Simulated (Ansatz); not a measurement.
Start from CaO in the rock salt structure (space group Fm-3m, No. 225).

```
CaO
1.0
    0.00000     2.38356     2.38356
    2.38356     0.00000     2.38356
    2.38356     2.38356     0.00000
Ca O
1 1
Direct
  0.00000   0.00000   0.00000
  0.50000   0.50000   0.50000
```

Calculations: DFT with PBEsol, PAW potentials and a 420 eV plane-wave cutoff in Ansatz (a quantum-chemistry and plane-wave program), no spin-orbit coupling.

Base values:

| Property | Result |
|---|---|
| Lattice parameter a | 4.767 Å |
| Hole mass | 0.34, 2.8, 2.8 mₑ (at Γ) |
| Band gap | 3.54 eV |

Perturbation: a hydrostatic pressure of 10 GPa.

Problem. What happens to the lattice parameter a?

Solution. The lattice parameter a drops by 0.1156 Å to 4.652 Å.

Problem. Estimate the effect on the hole mass.

Solution. The hole mass (degenerate bands, along [100]) becomes 0.33, 2.7, 2.7 mₑ (at Γ) (base: 0.34, 2.8, 2.8 mₑ (at Γ)).

Problem. How does this affect the band gap?

Solution. The band gap decreases by 0.05 eV (3.54 eV → 3.49 eV).

Load acts through the strain it causes; cell and atoms are relaxed under it. Effective masses come from finite differences of ±0.01 Å⁻¹. No phonon test of stability was made. Competing high-pressure phases were not computed.
